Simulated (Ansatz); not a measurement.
# Sc: response to strain

Take Sc in the hcp (Mg type) structure (space group P6_3/mmc, No. 194; a = 3.318 Å, c = 5.186 Å; relaxed with 0.1 eV smearing) as the base. Axes: x lies along a and z along c of the hexagonal cell.

Strains are applied to the cell and any free atomic positions relax; under biaxial strain the out-of-plane vector relaxes too.

All numbers come from plane-wave PAW DFT at the PBE level (Ansatz, a program for electronic structure, 420 eV), no SOC.

Notes on the quantities. pressure: mean of the normal stresses, compression positive.

| variant | out-of-plane strain | pressure |
|---|---|---|
| base | – | 0.0 GPa |
| biaxial strain −2.50 %, plane normal [001], relaxed out of plane | +1.55 % | 2.1 GPa |
| biaxial strain −2.00 %, plane normal [001], relaxed out of plane | +1.22 % | 1.7 GPa |
| biaxial strain −1.50 %, plane normal [001], relaxed out of plane | +0.90 % | 1.3 GPa |
| biaxial strain −1.00 %, plane normal [001], relaxed out of plane | +0.59 % | 0.8 GPa |
| biaxial strain −0.50 %, plane normal [001], relaxed out of plane | +0.29 % | 0.4 GPa |
| biaxial strain +0.50 %, plane normal [001], relaxed out of plane | [?] | -0.4 GPa |
| biaxial strain +1.00 %, plane normal [001], relaxed out of plane | [?] | [?] |
| biaxial strain +1.50 %, plane normal [001], relaxed out of plane | -0.83 % | [?] |
| biaxial strain +3.00 %, plane normal [001], relaxed out of plane | -1.64 % | -2.1 GPa |

Problem. Fill in the withheld entries from the trend.

Solution. 
- biaxial strain +0.50 %, plane normal [001], relaxed out of plane, out-of-plane strain: -0.28 %
- biaxial strain +1.00 %, plane normal [001], relaxed out of plane, out-of-plane strain: -0.56 %
- biaxial strain +1.00 %, plane normal [001], relaxed out of plane, pressure: -0.8 GPa
- biaxial strain +1.50 %, plane normal [001], relaxed out of plane, pressure: -1.1 GPa

Whether these cells are dynamically stable was not tested. All final runs are without spin polarisation.
